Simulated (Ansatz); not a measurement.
N on the 1x1 (101) surface of anatase TiO2 (cut with top plane O), one in a 2x1 cell, started at the site 'over Ti at depth 1.4 Å'

Host crystal: anatase TiO2, with a band gap (PBE, scalar-relativistic without spin-orbit coupling).

All values below come from PBE (plane waves to 420 eV, PAW; Ansatz, an electronic-structure program).

Model: 37-atom slab, 9.4 Å thick at the start under the adsorbate (thin: gaps and levels are the slab's own), 3x4x1 mesh, Fermi-Dirac 0.01 eV, dipole correction, 14 atoms held, the rest relaxed; no symmetry held; spin-polarised, ending with about 1.0 μB a cell; orders that need a larger cell were not tried, no spin-orbit, no U, no dispersion correction. At the end it is bonded to O + Ti. In PBE it is, or lies within 0.03 eV of, the lowest of the starts that converged.

```json
{
  "energy of the end state, in which the adsorbate paired with a surface O atom, against ½ N2(g)": "3.59 eV",
  "gap_of_the_slab_on_its_k_mesh": "0.92 eV",
  "highest_filled_level_below_the_top_vacuum_level": "6.28 eV",
  "change_of_the_step_from_the_bottom_to_the_top_vacuum_level_against_the_clean_slab": "0.099 eV",
  "energy_released_by_relaxation": "1.68 eV",
  "height of the binding atom over the mean of the host atoms within 0.3 Å of the top one": "0.604 Å",
  "magnetic_moment_of_the_cell": "1.00 μB",
  "largest_move_of_a_host_atom": "0.38 Å",
  "cost": "about 60 core-minutes (a rough figure)"
}
```

A negative adsorption energy means that the adsorbate is more stable on the surface than in its reference.
